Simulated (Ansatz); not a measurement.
Start from Au in the fcc (Cu type) structure (space group Fm-3m, No. 225; a = 4.157 Å).

Structures relaxed with PBE, PAW, 420 eV (Ansatz, a quantum-chemistry and plane-wave program; spin-orbit coupling left out).

Base:

Simulated powder pattern, Cu Kα1, λ = 1.54056 Å (kinematic, ideal powder, no thermal factors, no anomalous dispersion; the 10 strongest lines at most, above 2 %, up to 2θ = 90°):

```
2θ (°)  I/Imax (%)    hkl
------  ----------  -----
37.44          100  (111)
43.50           50  (200)
63.21           33  (220)
75.84           40  (311)
79.86           12  (222)
```

Modification: a hydrostatic pressure of 30 GPa.

After the change:

Simulated powder pattern, Cu Kα1, λ = 1.54056 Å (kinematic, ideal powder, no thermal factors, no anomalous dispersion; the 10 strongest lines at most, above 2 %, up to 2θ = 90°):

| 2θ (°) | d (Å) | I/Imax (%) | hkl |
|---|---|---|---|
| 39.32 | 2.289 | 100 | (111) |
| 45.73 | 1.983 | 49 | (200) |
| 66.66 | 1.402 | 33 | (220) |
| 80.23 | 1.196 | 40 | (311) |
| 84.59 | 1.145 | 12 | (222) |

The indices refer to the base's conventional cell; one index is shown for lines that coincide.

Load acts through the strain it causes; cell and atoms are relaxed under it. Whether these cells are dynamically stable was not tested. No other phases were tried under pressure.
